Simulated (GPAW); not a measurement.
A self-consistent single point of GaAs (F-43m, 2 atoms in the cell) with GPAW.

Method of the run: PBE, GPAW PAW datasets PBE (gpaw-data 1.0.1) (plane waves; GPAW 25.7.0).

```yaml
crystal:
  lattice:
    - [0.00000, 2.93460, 2.93460]
    - [2.93460, 0.00000, 2.93460]
    - [2.93460, 2.93460, 0.00000]
  atoms:
    - { symbol: Ga, position: [0.00000, 0.00000, 0.00000] }
    - { symbol: As, position: [0.25000, 0.25000, 0.25000] }
```

Reference input (self-consistent single point, DFT PBE, plane waves, GPAW PAW datasets PBE (gpaw-data 1.0.1)): mode = pw; ecut = 600 eV; xc = PBE; kpts = 7 7 7; mesh shift (steps) = 0 0 0; occupations.name = methfessel-paxton; occupations.width = 0.2 eV; occupations.order = 0; nbands = -6; convergence.bands = -4; symmetry.symmorphic = false; symmetry.tolerance = 0.0005. This run's input differs from it in these lines:

```diff
@@ -14,6 +14,5 @@
             xc='PBE',
-            kpts=(7, 7, 7),
+            kpts=(5, 5, 5),
             occupations={'name': 'methfessel-paxton', 'width': 0.2, 'order': 0},
-            nbands=-6,
-            convergence={'bands': -4},
+            nbands=-8,
             symmetry={'symmorphic': False, 'tolerance': 0.0005},
```

Log, with long lists cut:

```
     iter     time        total  log10-change:
                         energy   eigst   dens
iter:   1 --:--:--    -8.272869
iter:   2 --:--:--    -8.255389   -2.92  -0.86
iter:   3 --:--:--    -8.200789   -2.15  -0.89
iter:   4 --:--:--    -8.196405   -3.95  -1.33
iter:   5 --:--:--    -8.188579   -2.91  -1.37
iter:   6 --:--:--    -8.187936   -4.94  -2.14
iter:   7 --:--:--    -8.187910c  -5.48  -2.48
iter:   8 --:--:--    -8.187889c  -5.44  -2.73
iter:   9 --:--:--    -8.187890c  -6.86  -3.37
iter:  10 --:--:--    -8.187890c  -7.82c -3.38
iter:  11 --:--:--    -8.187890c  -7.38  -3.37
iter:  12 --:--:--    -8.187892c  -8.34c -3.45
iter:  13 --:--:--    -8.187894c  -7.41c -3.51
iter:  14 --:--:--    -8.187894c  -7.16  -3.64
iter:  15 --:--:--    -8.187894c  -8.95c -4.25c
Converged after 15 iterations.

Dipole moment: (-3.272311, -3.272311, -3.272311) |e|*Ang

Energy contributions relative to reference atoms: (reference = -114387.645129)

Kinetic:        +14.028299
Potential:      -12.944156
External:        +0.000000
XC:              -9.287321
Entropy (-ST):   -0.002574
Local:           +0.016571
SIC:             +0.000000
--------------------------
Free energy:     -8.189181
Extrapolated:    -8.187894

Showing only first 2 kpts
 Kpt  Band  Eigenvalues  Occupancy
  0     2      3.84216    1.34655
  0     3      3.84216    1.34655
  0     4      3.84216    1.34655
  0     5      7.55247    0.00000

  1     2      2.74641    2.00000
  1     3      2.74641    2.00000
  1     4      6.09577    0.00000
  1     5      6.76162    0.00000

Fermi level: 3.90565

No gap
No difference between direct/indirect transitions
Energy (eV): -8.187894

Forces in eV/Ang:
  0 Ga    0.00000   -0.00000    0.00000
  1 As    0.00000    0.00000    0.00000

Stress tensor:
     0.016042     0.000000     0.000000
     0.000000     0.016042     0.000000
     0.000000     0.000000     0.016042
Stress (GPa, Voigt): [2.5702 2.5702 2.5702 0.     0.     0.    ]
```

The run converged in 15 iterations. GPAW prints stress with tension positive. Against the reference run the free energy rises by 23.7 meV/atom and the pressure goes from -2.79 to -2.57 GPa.

The starting cell comes from a database of computed structures (which also holds hypothetical and non-ambient phases and stackings), without a prior relaxation at this level. Its lattice was rescaled by a random factor within 2.5 % of one. The run gives no clean gap (levels at the Fermi energy touch, overlap or are partly filled at this smearing), which alone does not show that the compound is a metal.
